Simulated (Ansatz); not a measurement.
Band-edge transport in semiconductors and insulators: compounds that share space group Fm-3m and stoichiometry, PBEsol, rigid bands run with Ansatz (a program for electronic structure); geometry: cell and atoms relaxed with PBEsol.

| Compound | volume per atom (Å³) | band gap | electron conductivity mass | Seebeck coefficient, n-type 1e19 cm⁻³ |
|---|---|---|---|---|
| NaH | 13.8 | 3.61 eV | 0.47 mₑ | -351 μV/K |
| CaSe | 25.3 | 1.88 eV | 0.38 mₑ | -295 μV/K |
| LiF | 8.0 | 9.05 eV | 0.90 mₑ | -283 μV/K |
| KCl | 30.4 | 5.10 eV | 0.45 mₑ | -198 μV/K |
| AgBr | 22.8 | 0.50 eV | 0.188 mₑ | [?] |
| SrO | 16.8 | 3.20 eV | 0.51 mₑ | -319 μV/K |
| KBr | 35.1 | [?] | [?] | -180 μV/K |
| CsH | 30.6 | 2.07 eV | 0.46 mₑ | [?] |

Problem. What belongs in the gaps?

Solution. 
- AgBr, Seebeck coefficient, n-type 1e19 cm⁻³: -109 μV/K
- KBr, band gap: 4.34 eV
- KBr, electron conductivity mass: 0.38 mₑ
- CsH, Seebeck coefficient, n-type 1e19 cm⁻³: -313 μV/K

Masses are for dilute carriers at 300 K, harmonic means over directions unless an axis is named. Seebeck coefficients are for the stated density at 300 K, with one relaxation time for all states and whether or not that doping can be reached. Spin-orbit coupling is left out.

Formula and space group known from diffraction (Crystallography Open Database), not checked to be the room-temperature form: CaSe (Fm-3m), CsH (Fm-3m).
